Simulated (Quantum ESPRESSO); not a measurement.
Input and output of a self-consistent single point for RbSrPS4 (P1, 28 atoms in the cell) (Quantum ESPRESSO).

Level of theory: LDA (PZ), GBRV 1.5 ultrasoft (LDA) pseudopotentials (plane waves; Quantum ESPRESSO).

```xyz
28
Lattice="17.3427 0.0000 0.0000 0.0000 6.6969 0.0000 0.0000 0.0000 6.5130" Properties=species:S:1:pos:R:3 pbc="T T T"
Sr     8.9875     4.9281     1.4457
Sr    16.9729     1.7380     4.6791
Sr     0.3803     5.0590     1.8922
Sr     8.3017     1.6400     5.1577
Rb    12.3528     1.7403     3.3306
Rb    13.6434     4.8875     6.4335
Rb     3.6710     1.5155     0.0282
Rb     5.1428     5.0246     3.1846
P     10.4818     5.0288     4.7314
P     15.6645     1.6889     1.4547
P      1.7586     5.0047     5.0479
P      6.9511     1.7559     1.7946
S      8.4870     5.1299     4.3441
S      0.2217     1.7173     1.0657
S     17.0144     4.9033     5.4883
S      9.0103     1.6531     2.1767
S     10.8042     3.3817     5.7787
S     15.2791     3.3367     2.5730
S      2.1193     6.8066     3.8846
S      6.5101     0.0738     0.6431
S      6.5141     3.2853     0.5312
S      1.8864     3.3769     3.9193
S     15.3333     0.0725     2.7019
S     10.6995     6.5838     5.8580
S     11.3715     5.0621     3.1427
S     14.5007     1.6372     6.3080
S      2.7794     5.0012     0.1937
S      5.9585     1.7239     3.3928
```

Reference input (self-consistent single point, DFT, LDA (PZ), plane waves, GBRV 1.5 ultrasoft (LDA) pseudopotentials): ecutwfc = 40 Ry; ecutrho = 200 Ry; occupations = smearing; smearing = marzari-vanderbilt; degauss = 0.0099958 Ry; K_POINTS = automatic 1 2 2 1 1 1; conv_thr = 1e-10 Ry; mixing_beta = 0.4. This run's input differs from it in these lines:

```diff
@@ -14,4 +14,4 @@
  occupations = 'smearing'
- smearing = 'marzari-vanderbilt'
- degauss = 0.0099958
+ smearing = 'fermi-dirac'
+ degauss = 0.02205
 /
```

Output (repeated stretches shortened):

```
     Self-consistent Calculation

     iteration #  1     ecut=    40.00 Ry     beta= 0.40

     Threshold (ethr) on eigenvalues was too large:
     Diagonalizing with lowered threshold

     negative rho (up, down):  5.161E-01 0.000E+00

     total energy              =    -943.66927513 Ry
     estimated scf accuracy    <       1.40130962 Ry

     iteration #  2     ecut=    40.00 Ry     beta= 0.40

     negative rho (up, down):  5.177E-01 0.000E+00

     total energy              =    -943.89014529 Ry
     estimated scf accuracy    <       0.20021611 Ry

     iteration #  3     ecut=    40.00 Ry     beta= 0.40

     negative rho (up, down):  5.201E-01 0.000E+00

     total energy              =    -943.92374685 Ry
     estimated scf accuracy    <       0.04388483 Ry

   [... 11 blocks of this kind left out ...]

     iteration # 15     ecut=    40.00 Ry     beta= 0.40

     negative rho (up, down):  5.225E-01 0.000E+00

     total energy              =    -943.93108832 Ry
     estimated scf accuracy    <          5.2E-10 Ry

     iteration # 16     ecut=    40.00 Ry     beta= 0.40

     negative rho (up, down):  5.225E-01 0.000E+00
     End of self-consistent calculation

     the Fermi energy is     5.6957 ev

!    total energy              =    -943.93108832 Ry
     estimated scf accuracy    <          4.2E-11 Ry
     smearing contrib. (-TS)   =      -0.01437623 Ry
     internal energy E=F+TS    =    -943.91671209 Ry

     convergence has been achieved in  16 iterations

     negative rho (up, down):  5.225E-01 0.000E+00

     Forces acting on atoms (cartesian axes, Ry/au):

     atom    1 type  1   force =    -0.00494065    0.00507105   -0.01646889
     atom    2 type  1   force =    -0.01357206   -0.00560525   -0.00506585
     atom    3 type  1   force =    -0.01685528    0.00388914    0.00292985
     atom    4 type  1   force =     0.01217358   -0.00413827    0.00021174
     atom    5 type  2   force =     0.00117122   -0.00370135    0.00023104
   [... lines left out ...]
     Total force =     0.443879     Total SCF correction =     0.000013
   [... lines left out ...]

     negative rho (up, down):  5.225E-01 0.000E+00
          total   stress  (Ry/bohr**3)                   (kbar)     P=        5.24
   0.00006802  -0.00000790  -0.00010130           10.01       -1.16      -14.90
  -0.00000790  -0.00008606   0.00005457           -1.16      -12.66        8.03
  -0.00010130   0.00005457   0.00012496          -14.90        8.03       18.38

   JOB DONE.
```

The run converged in 16 iterations. Against the reference run the free energy goes down by 1.1 meV/atom, the pressure moves little (0.49 to 0.52 GPa), the largest force hardly changes (6.321 to 6.319 eV/Å) and the gap on the mesh goes from 2.894 to 2.917 eV. The full log also holds: “c_bands:  1 eigenvalues not converged”.

The starting cell comes from a database of published, mostly measured structures (it also holds non-ambient and calculated ones), without a prior relaxation at this level. Its atoms were displaced at random from the sites of space group no. 62. Forces in this geometry exceed 1 eV/Å. The shifted mesh does not hold Γ, so a gap read on it misses any band edge there.

Cost on one core of a shared machine: roughly 10 min.
